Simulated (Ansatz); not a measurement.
# Be3N2, response to strain

Base system: Be₃N₂ (space group R3m, No. 160; a cell from a computed database, its experimental status unchecked).

```
Be3N2
1.0
    1.41753     0.81841     4.85241
   -1.41753     0.81841     4.85241
    0.00000    -1.63683     4.85241
Be N
3 2
Direct
  0.14108   0.14108   0.14108
  0.68236   0.68236   0.68236
  0.91111   0.91111   0.91111
  0.79582   0.79582   0.79582
  0.29154   0.29154   0.29154
```

Cartesian axes are those of the cell as printed.

Strains are applied to the cell and any free atomic positions relax; under biaxial strain the out-of-plane vector relaxes too.

Levels (all Ansatz, a program for electronic structure, PAW): PBEsol (420 eV, without spin-orbit coupling); r2SCAN (500 eV, spin-orbit coupling left out); HSE06 (420 eV, without spin-orbit coupling).

Band gaps by level, all at the geometries relaxed with PBEsol:

```json
[
 {"case": "base", "PBEsol": "2.66 eV", "r2SCAN": "3.43 eV", "HSE06": "4.03 eV"},
 {"case": "biaxial strain −3.01 %, plane normal [001], relaxed out of plane", "PBEsol": "2.52 eV", "r2SCAN": "3.29 eV", "HSE06": "3.91 eV"},
 {"case": "biaxial strain −0.58 %, plane normal [001], relaxed out of plane", "PBEsol": "2.64 eV", "r2SCAN": "[?]", "HSE06": "4.02 eV"},
 {"case": "biaxial strain +4.96 %, plane normal [001], relaxed out of plane", "PBEsol": "2.73 eV", "r2SCAN": "3.47 eV", "HSE06": "4.04 eV"},
 {"case": "isotropic strain +5.32 %", "PBEsol": "2.55 eV", "r2SCAN": "[?]", "HSE06": "3.84 eV"}
]
```

Question: Complete the table.

Answer: 
- biaxial strain −0.58 %, plane normal [001], relaxed out of plane, r2SCAN: 3.41 eV
- isotropic strain +5.32 %, r2SCAN: 3.28 eV

Single points use the geometry relaxed with PBEsol. HSE06 was sampled on its mesh, a few special points and the semilocal edge points, so its gap is an upper bound. Stability against distortions was not tested.
